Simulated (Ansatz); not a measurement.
Ansatz (a quantum-chemistry and plane-wave program) run on Bi2Se3 (R-3m, 5 atoms in the cell): self-consistent single point.

Method of the run: PBE, PAW files (plane waves; Ansatz).

The change in words: lattice scaled by 0.985; basis.ecutwfc: 420 eV → 250 eV. Reference geometry:
```xyz
5
Lattice="2.0496 1.1833 9.7568 -2.0496 1.1833 9.7568 0.0000 -2.3667 9.7568" Properties=species:S:1:pos:R:3 pbc="T T T"
Bi     0.0000     0.0000    11.6624
Bi     0.0000     0.0000    17.6078
Se     0.0000     0.0000     0.0000
Se     0.0000     0.0000     6.3141
Se     0.0000     0.0000    22.9562
```

Reference input (self-consistent single point, DFT, PBE, plane waves, PAW files): basis.ecutwfc = 420 eV; kpoints.mp_grid.grid = 4 4 4; hamiltonian.xc = pbe; hamiltonian.pseudopotentials = {kind: paw} (the program's default PAW files); scf.occupations.method = fermi_dirac; scf.occupations.width = 0.05 eV. This run's input differs from it in these lines:

Ansatz 0.2 input:
```diff
@@ -3,5 +3,5 @@
   lattice:
-    - [2.049580, 1.183325, 9.756753]
-    - [-2.049580, 1.183325, 9.756753]
-    - [0.000000, -2.366651, 9.756753]
+    - [2.018836, 1.165575, 9.610402]
+    - [-2.018836, 1.165575, 9.610402]
+    - [0.000000, -2.331151, 9.610402]
   atoms:
@@ -13,3 +13,3 @@
 basis:
-  ecutwfc: 420.0
+  ecutwfc: 250.0
 kpoints:
```

Output, abridged:

```
SCF iter   1: F=—  HF=-41205.704721 eV  |F-HF|=—  |Δ(HF+E_count)|=         —  Δρ=2.76e-2  dr2=4.26e0  ethr=3.10e-3  ⟨swp⟩=7.8  Hψ=2317  notcnv=0
all-band conjugate gradients solve this SCF's bands
preconditioner: auto → LDOS
SCF iter   2: F=—  HF=-41209.668654 eV  |F-HF|=—  |Δ(HF+E_count)|=    3.96e0  Δρ=5.00e-2  dr2=3.08e1  ethr=3.10e-3  ⟨swp⟩=4.0  Hψ=1465  notcnv=0  defer=23  recentre
   [... lines left out ...]
SCF iter   7: F=—  HF=-41205.110402 eV  |F-HF|=—  |Δ(HF+E_count)|=   1.91e-4  Δρ=8.26e-5  dr2=3.36e-5  ethr=2.08e-6  ⟨swp⟩=1.7  Hψ=627  notcnv=0  defer=21
SCF iter   8: F=—  HF=-41205.110411 eV  |F-HF|=—  |Δ(HF+E_count)|=   9.27e-6  Δρ=2.42e-5  dr2=1.91e-6  ethr=4.30e-8  ⟨swp⟩=2.0  Hψ=1097  notcnv=0  defer=21
SCF iter   9: F=—  HF=-41205.110412 eV  |F-HF|=—  |Δ(HF+E_count)|=   8.12e-7  Δρ=7.31e-6  dr2=1.68e-7  ethr=2.45e-9  ⟨swp⟩=2.0  Hψ=1099  notcnv=0  defer=21
SCF iter  10: F=-41205.110412 eV  HF=-41205.110412 eV  |F-HF|=1.14e-8  |Δ(HF+E_count)|=   1.39e-7  Δρ=1.97e-6  dr2=9.18e-9  ethr=1.28e-10  ⟨swp⟩=10.2  Hψ=2246  notcnv=0
SCF 1 converged in 10 iterations: F = -41205.110412 eV  dr2 = 9.18e-9
Free energy (F): -41205.110412 eV
Internal energy: -41205.110095 eV  (E = F + TS)
E sigma→0 (E₀):  -41205.110254 eV
Entropy (-TS):   -0.000317 eV (-0.063 meV/atom)
Fermi energy:    9.657380 eV
--- Forces (eV/Å), atoms counted from 1 ---
  atom   1  Bi     0.00000000     0.00000000    -0.24969398
  atom   2  Bi    -0.00000000    -0.00000000     0.24969398
  atom   3  Se     0.00000000     0.00000000     0.00000000
  atom   4  Se     0.00000000     0.00000001    -0.84778696
  atom   5  Se    -0.00000000    -0.00000001     0.84778696
--- Stress (GPa, compression-positive) ---
        8.151963       0.000000       0.000000
        0.000000       8.151963       0.000000
        0.000000       0.000000       7.474305
  P = ⅓ Tr σ = 7.9261 GPa (79.261 kbar)
  The stress holds the Pulay correction. Without it, at fixed plane waves, as pw.x and ABINIT print it: P = -12.4902 GPa
```

The run converged in 10 iterations. Against the reference run the free energy rises by 494 meV/atom, the pressure goes from 4.12 to 7.93 GPa, the largest force goes from 0.448 to 0.848 eV/Å and the gap on the mesh moves little (0.416 to 0.417 eV).

The starting cell comes from a database of computed structures (which also holds hypothetical and non-ambient phases and stackings), without a prior relaxation at this level. Its lattice was rescaled by a random factor within 2.5 % of one. For this run, on top of that: lattice scaled by 0.985. Spin-orbit coupling is off. Ansatz's pressure includes its estimate of the finite-basis (Pulay) stress. Without the estimate this run gives -12.49 GPa. The cutoff lies below the one recommended for these files.
